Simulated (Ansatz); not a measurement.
Consider Fe in the bcc (W type) structure (space group Im-3m, No. 229; a = 2.8318 Å; ferromagnetic).

Computed with plane-wave PAW DFT at the PBE level (Ansatz, a quantum-chemistry and plane-wave program, 420 eV), no spin-orbit coupling.

Base values:

The magnetic state is ferromagnetic and the lattice parameter a is 5.351 bohr.

Perturbation: a hydrostatic pressure of 0.9 GPa.

Estimate the effect on the magnetic state and lattice parameter a.

The magnetic state remains ferromagnetic; the lattice parameter a decreases by 0.008 bohr to 5.343 bohr.

Other magnetic orders, which the real material may have, were not ruled out. Load acts through the strain it causes; cell and atoms are relaxed under it. No phonon test of stability was made.
